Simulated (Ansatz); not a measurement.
Functionals compared on O on the 1x1 (111) surface of fcc Cu, one in a 2x2 cell, started at the site 'bridge Cu-Cu (span 2.6 Å)', in Ansatz (plane waves, PAW). The structure was relaxed with PBE; the other rows are single points on it, each with its references at the same level. Cutoff 420 eV (500 eV for r2SCAN).

Set-up: 17 atoms, 6.2 Å thick at the start under the adsorbate (thin: gaps and levels are the slab's own); mesh 6x6x1; 0.1 eV smearing; dipole correction on; 8 atoms held, the rest relaxed; symmetry of the start imposed; spin-polarised, no spin-orbit, no U, no dispersion correction. The starting moment vanished. At the end it is bonded to 3 Cu. In PBE it is, or lies within 0.03 eV of, the lowest of the starts that converged. These notes are the PBE run's. r2SCAN: The program's check for a lower electronic state was not made. Adsorption energies are against ½ O2(g). A negative adsorption energy means that the adsorbate is more stable on the surface than in its reference.

| functional | adsorption energy (eV) | work function of the top face (eV) | change of the work function (eV) | magnetic moment of the cell (μB) | rough cost of the single point |
|---|---|---|---|---|---|
| PBE | -1.53 | 5.70 | 0.93 | 0.00 | – |
| RPBE | … | … | … | 0.00 | very roughly 3 core-minutes |
| r2SCAN | -1.81 | 5.81 | 1.00 | 0.00 | very roughly 8 core-minutes |

**Question.** Complete the blanks.

**Answer.** 
- RPBE, adsorption energy (eV): -1.25
- RPBE, work function of the top face (eV): 5.53
- RPBE, change of the work function (eV): 0.93

Ansatz is an electronic-structure program.
